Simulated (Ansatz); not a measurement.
The starting structures come from a database of crystals and need not be the phases stable at ambient conditions.

The decay constant κ of evanescent states in the gap governs leakage through a thin film.

Input:

```
CELL_PARAMETERS angstrom
      5.91593     0.00000     0.00000
      0.00000     6.12356     0.00000
      0.00000     0.00000     8.61090
ATOMIC_POSITIONS crystal
  La 0.01585 0.54767 0.25000
  La 0.98415 0.45233 0.75000
  La 0.51585 0.95233 0.75000
  La 0.48415 0.04767 0.25000
  Y  0.00000 0.00000 0.00000
  Y  0.50000 0.50000 0.00000
  Y  0.50000 0.50000 0.50000
  Y  0.00000 0.00000 0.50000
  O  0.30892 0.80703 0.07092
  O  0.69108 0.19297 0.92908
  O  0.80892 0.69297 0.92908
  O  0.19108 0.30703 0.07092
  O  0.19108 0.30703 0.42908
  O  0.80892 0.69297 0.57092
  O  0.69108 0.19297 0.57092
  O  0.30892 0.80703 0.42908
  O  0.86725 0.93727 0.25000
  O  0.13275 0.06273 0.75000
  O  0.36725 0.56273 0.75000
  O  0.63275 0.43727 0.25000
```

Space group of this cell: Pnma. The cell is taken as given; by PBEsol its mean pressure is -5.6 GPa.

Transport runs along the normal of the first two printed cell vectors.

The gap is the functional's own. No spin-orbit coupling. Mid-gap values are interpolated on the energy grid.

State the band gap and the smallest decay constant κ at mid-gap according to PBEsol run with Ansatz (an electronic-structure program).

Gap 4.34 eV on a 6×6×4 mesh; κ = 0.335 1/Å, at the zone centre.
